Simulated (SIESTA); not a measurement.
A self-consistent single point of Co (P6_3/mmc, 2 atoms in the cell) with SIESTA.

Method of the run: GGA PBE, numerical atomic orbitals DZP, PseudoDojo PBE standard norm-conserving potentials (rewritten from UPF to PSML) (SIESTA).

The change in words: lattice scaled by 0.98. Reference geometry:
```
CELL_PARAMETERS angstrom
      2.46557     0.00000     0.00000
     -1.23279     2.13525     0.00000
      0.00000     0.00000     4.01068
ATOMIC_POSITIONS crystal
  Co 0.33333 0.66667 0.25000
  Co 0.66667 0.33333 0.75000
```
Moments meant for the start (each program seeds them in its own way; μB, in the order of the atoms Co Co): 3.0 3.0.

Reference input (self-consistent single point, DFT, GGA PBE, numerical atomic orbitals DZP, PseudoDojo PBE standard norm-conserving potentials (rewritten from UPF to PSML)): XC.functional = GGA; XC.authors = PBE; potentials = PseudoDojo PBE standard; PAO.BasisSize = DZP; PAO.EnergyShift = 0.01 Ry; MeshCutoff = 300 Ry; kgrid.MonkhorstPack = 20 20 11; OccupationFunction = MP; OccupationMPOrder = 0; ElectronicTemperature = 136 meV; Spin = polarized; DM.InitSpin = [1 +3.00, 2 +3.00]. This run's input differs from it in these lines:

```diff
@@ -11,5 +11,5 @@
 %block LatticeVectors
-     4.659257710    0.000000000    0.000000000
-    -2.329627910    4.035035818    0.000000000
-     0.000000000    0.000000000    7.579096222
+     4.566073425    0.000000000    0.000000000
+    -2.283034823    3.954335064    0.000000000
+     0.000000000    0.000000000    7.427513731
 %endblock LatticeVectors
@@ -17,4 +17,4 @@
 %block AtomicCoordinatesAndAtomicSpecies
-    -0.000001700    2.690025224    1.894774056  1
-     2.329631500    1.345010594    5.684322167  1
+    -0.000001023    2.636224694    1.856878433  1
+     2.283039626    1.318110370    5.570635298  1
 %endblock AtomicCoordinatesAndAtomicSpecies
```

Output, abridged:

```
        iscf     Eharris(eV)        E_KS(eV)     FreeEng(eV)     dDmax    Ef(eV) dHmax(eV)
   scf:    1    -8295.538341    -8320.138208    -8320.149963  0.541592 -1.534356 12.188408
     spin moment: {S} , |S| = {        0.0        0.0    3.78843 }     3.78843
   scf:    2    -8325.794379    -8323.125473    -8323.138145  0.116504 -2.243832  8.860355
     spin moment: {S} , |S| = {        0.0        0.0    3.72412 }     3.72412
   scf:    3    -8327.280999    -8326.370379    -8326.386022  0.215646 -4.079303  0.673608
     spin moment: {S} , |S| = {        0.0        0.0    3.48799 }     3.48799
   [... lines left out ...]
     spin moment: {S} , |S| = {        0.0        0.0    3.13276 }     3.13276
   scf:   12    -8326.444339    -8326.444339    -8326.458531  0.000097 -4.245038  0.001297
     spin moment: {S} , |S| = {        0.0        0.0    3.13277 }     3.13277
   scf:   13    -8326.444340    -8326.444339    -8326.458531  0.000036 -4.245022  0.001021
     spin moment: {S} , |S| = {        0.0        0.0    3.13281 }     3.13281
   scf:   14    -8326.444339    -8326.444339    -8326.458531  0.000027 -4.245027  0.000890
     spin moment: {S} , |S| = {        0.0        0.0    3.13281 }     3.13281
SCF Convergence by DM+H criterion
max |DM_out - DM_in|         :     0.0000275000
max |H_out - H_in|      (eV) :     0.0008900620
SCF cycle converged after 14 iterations

Using DM_out to compute the final energy and forces

siesta: E_KS(eV) =            -8326.4443

siesta: E_KS - E_eggbox =     -8326.4443

siesta: Atomic forces (eV/Ang):
     1    0.000275   -0.000159   -0.000000
     2   -0.000275    0.000159   -0.000000
   Tot    0.000000    0.000000   -0.000000
   Max    0.000275
   Res    0.000183    sqrt( Sum f_i^2 / 3N )
   Max    0.000275    constrained

Stress tensor Voigt[x,y,z,yz,xz,xy] (kbar):     -130.92     -129.87      -98.27        0.00       -0.00        0.91
(Free)E + p*V (eV/cell)    -8324.9740
Target enthalpy (eV/cell)    -8326.4585

siesta: Program's energy decomposition (eV):
siesta: FreeEng =     -8326.458531

   [... lines left out ...]
siesta: Cell volume =         19.872990 Ang**3
siesta:         119.68614081        119.69804895  kBar
   [... lines left out ...]
   2  7.717   0.953   0.395  -0.115   1.004   1.004   1.004   0.186   0.197
              0.186   0.682   0.672   0.688   0.672   0.682  -0.098  -0.097

             -0.102  -0.097  -0.098

mulliken: Qtot =       15.434

Mulliken Atomic Populations:
Atom #   charge [q] valence [e]      Sz [e]  Species
     1    -0.000000   17.000000    1.566404  Co
     2     0.000000   17.000000    1.566404  Co
 Total    -0.000000                3.132809
```

The run converged in 14 iterations. Against the reference run the free energy goes up by 13.9 meV/atom, the pressure goes from -3.61 to 11.97 GPa and the size of the net moment goes from 1.60 to 1.57 μB/atom.

The starting cell comes from a database of computed structures (which also holds hypothetical and non-ambient phases and stackings), without a prior relaxation at this level. Its lattice was rescaled by a random factor within 2.5 % of one. For this run, on top of that: lattice scaled by 0.98. The magnetic order is the one reached from the typed start; others were not searched systematically. Values carry the incompleteness of an atom-centred basis. With a pressure of about 12 GPa the cell is away from its equilibrium volume at this level.

Cost on one core of a shared machine: roughly 2 min.
